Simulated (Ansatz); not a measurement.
The parent structure is Ca in the diamond structure (space group Fd-3m, No. 227; a = 8.4326 Å; a hypothetical phase, not in the database extracts checked).

Method: PBEsol, PAW, 420 eV (Ansatz, a first-principles code; no spin-orbit coupling).

One change was made to it. Results:

```tsv
quantity	base	after
volume per atom	74.96 Å³	65.25 Å³
band gap	zero	zero
```

Q: Which of these changes matches the shifts?
A) pressure 1.5 GPa
B) pressure 0.7 GPa
C) pressure 0.3 GPa
D) pressure 7.5 GPa
E) pressure 5 GPa

A: B, pressure 0.7 GPa. For comparison, the volume per atom in the other runs: pressure 7.5 GPa gives 25.50 Å³; pressure 5 GPa gives 29.33 Å³; pressure 0.3 GPa gives 70.31 Å³; pressure 1.5 GPa gives 57.04 Å³.

Load acts through the strain it causes; cell and atoms are relaxed under it. No phonon test of stability was made. No other phases were tried under pressure.
